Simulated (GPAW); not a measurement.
Band structure of NaLiZnS2 (P3m1, 5 atoms in the cell).

```yaml
crystal:
  lattice:
    - [3.98206, 0.00000, 0.00000]
    - [-1.99103, 3.44856, 0.00000]
    - [0.00000, 0.00000, 6.82385]
  atoms:
    - { symbol: Na, position: [0.00000, 0.00000, 0.02616] }
    - { symbol: Li, position: [0.33333, 0.66667, 0.35665] }
    - { symbol: Zn, position: [0.66667, 0.33333, 0.61163] }
    - { symbol: S, position: [0.33333, 0.66667, 0.73381] }
    - { symbol: S, position: [0.66667, 0.33333, 0.27174] }
```

Computed with PBEsol, GPAW PAW datasets PBEsol (made by gpaw-setup) (plane waves; GPAW 25.7.0).

Settings: mode = pw; ecut = 850 eV; xc = PBEsol; kpts = 10 10 5; mesh shift (steps) = 0 0 0; occupations.name = fermi-dirac; occupations.width = 0 eV; nbands = -8; convergence.density = 1e-05 e/electron; convergence.energy = 1e-05 eV/electron; convergence.bands = -6; symmetry.symmorphic = false; symmetry.tolerance = 0.0005; maxiter = 100.

The starting cell comes from a database of computed structures (which also holds hypothetical and non-ambient phases and stackings), without a prior relaxation at this level.

**Question.** Predict the gap along the standard path and the places of the band edges.

**Answer.** The gap along the path is 1.69 eV, direct at Γ to within 0.01 eV.

Levels in eV from the top of the valence band on the SCF mesh, bands 13 to 20:
```tsv
point	13	14	15	16	17	18	19	20
Γ	-0.86	-0.27	0.00	0.00	1.69	4.70	6.19	6.19
M	-2.12	-1.91	-1.29	-0.54	3.23	4.61	5.98	6.92
K	-1.80	-1.73	-1.57	-1.46	4.52	5.17	6.71	6.81
A	-0.80	-0.80	-0.08	-0.08	2.47	5.32	6.11	6.11
L	-1.85	-1.66	-1.00	-0.65	3.20	3.83	5.32	6.57
H	-2.18	-1.83	-1.20	-0.89	4.27	5.13	5.54	6.17
```
